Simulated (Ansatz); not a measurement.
System: Nb (model structure, P6₃/mmc, No. 194, 2 atoms in the cell). Method: r²SCAN (Ansatz, a program for electronic structure, plane waves, PAW).

Numerical settings: plane-wave cutoff 560 eV, 24×24×12 k mesh (along the axes of the cell as run), Fermi–Dirac smearing 0.05 eV, no spin polarisation, scalar-relativistic PAW data made under PBE.

Cell (relaxed at this level):

Nb is taken in the hexagonal space group P6₃/mmc (No. 194), the hcp (Mg type) structure, Pearson symbol hP2. Cell: a = b = 2.8599 Å, c = 5.2404 Å, α = β = 90.00°, γ = 120.00°. Nb on 2c is coordinated by 6 Nb at 2.860 Å and 6 Nb at 3.097 Å (anticuboctahedral). (Neighbours: up to the widest gap in distance over summed covalent radii, below 1.35, at either atom.)

**Question.** Predict the bulk modulus B0.

**Answer.** 
- bulk modulus B0: 166 GPa

Note: the run has no spin polarisation, so it can have missed a magnetic state; the bulk modulus is −V dP/dV from two relaxed cells at ±2 % in volume; the relaxation could raise the start's symmetry but not lower it, so the cell can be a saddle point.

Static lattice: no zero-point or thermal effects.

Computing time: around 3 core-minutes (rough).

A model structure was made by putting elements into a prototype or built by hand; it is no filed structure, need not be a known phase, and can be a saddle point held by its symmetry.
